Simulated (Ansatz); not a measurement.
Base system: WS2 in the 2H-MoS2 type structure (space group P6_3/mmc, No. 194; a = 3.1541 Å, c = 12.1373 Å; layered, stacked along the Cartesian z axis).

(Cell as relaxed with PBE-D3(BJ).)

Levels (all Ansatz, an electronic-structure program, PAW): PBE-D3(BJ) (420 eV, scalar-relativistic without spin-orbit coupling); PBEsol-D3(BJ) (420 eV, scalar-relativistic without spin-orbit coupling).

Each level relaxes its own structure.

```json
[
 {"base": "volume per atom", "PBE-D3(BJ)": "17.43 Å³", "PBEsol-D3(BJ)": "16.49 Å³"},
 {"base": "lattice parameter a", "PBE-D3(BJ)": "3.154 Å", "PBEsol-D3(BJ)": "3.115 Å"},
 {"base": "band gap", "PBE-D3(BJ)": "0.88 eV", "PBEsol-D3(BJ)": "0.65 eV"}
]
```

Perturbation: a hydrostatic pressure of 18 GPa.

| quantity | PBE-D3(BJ) | PBEsol-D3(BJ) |
|---|---|---|
| band gap | 0.17 eV | ___ |
| shortest interatomic distance | 2.364 Å | ___ |

Task: Given the PBE-D3(BJ) results, estimate those of PBEsol-D3(BJ).

Result: 
- band gap, PBEsol-D3(BJ): zero
- shortest interatomic distance, PBEsol-D3(BJ): 2.349 Å

They disagree on the band gap; PBE-D3(BJ)'s shortest interatomic distance lies 0.0142 Å above PBEsol-D3(BJ)'s (0.6 %). Neither level is exact; PBEsol-D3(BJ) is the comparison here, not a measurement.

The mesh was chosen for an insulator and is coarse for the gapless case. With W present, leaving out spin-orbit coupling can change the band edges. Load acts through the strain it causes; cell and atoms are relaxed under it. Stability against distortions was not tested. No other phases were tried under pressure. All final runs are without spin polarisation. The zero or small gap of WS2 under pressure 18 GPa can change with the level of theory.
